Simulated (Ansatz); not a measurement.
The reference is MgTe in the wurtzite structure (space group P6_3mc, No. 186; a = 4.561 Å, c = 7.413 Å). Axes: x lies along a and z along c of the hexagonal cell.

The values are results of PBEsol/PAW in Ansatz (a quantum-chemistry and plane-wave program), scalar-relativistic without spin-orbit coupling, earlier PAW set, not measurements.

Base values:

* **Electron mass**: 0.15 mₑ along c, 0.17 mₑ across (at Γ)
* **Valence-band top at Γ**: 0.00, -0.02, -0.02 eV
* **Gap character**: direct at Γ
* **Pressure**: -0.01 GPa
* **Band gap**: 2.39 eV

The change: biaxial strain −3.55 %, plane normal [001], relaxed out of plane (Cartesian); in-plane vectors clamped, the third vector and the atoms free.

Q: Predict the new electron mass.

A: The electron mass changes from 0.15 mₑ along c, 0.17 mₑ across (at Γ) to 0.14 mₑ out of plane, 0.19 mₑ in plane (at Γ).

Q: What does the calculation give for the valence-band top at Γ after the change?

A: The valence-band top at Γ (three highest levels, from the VBM) becomes 0.00, 0.00, -0.41 eV (base: 0.00, -0.02, -0.02 eV).

Q: Predict the new gap character.

A: The gap character is still direct at Γ.

Q: How does this affect the pressure?

A: The pressure (mean of the normal stresses, compression positive) increases by 1.493 GPa (-0.01 GPa → 1.49 GPa).

Q: What happens to the band gap?

A: The band gap falls by 0.09 eV, from 2.39 eV to 2.30 eV.

With Te present, leaving out spin-orbit coupling can change the band edges. Masses are band curvatures over ±0.01 Å⁻¹ around the edge. Whether these cells are dynamically stable was not tested.
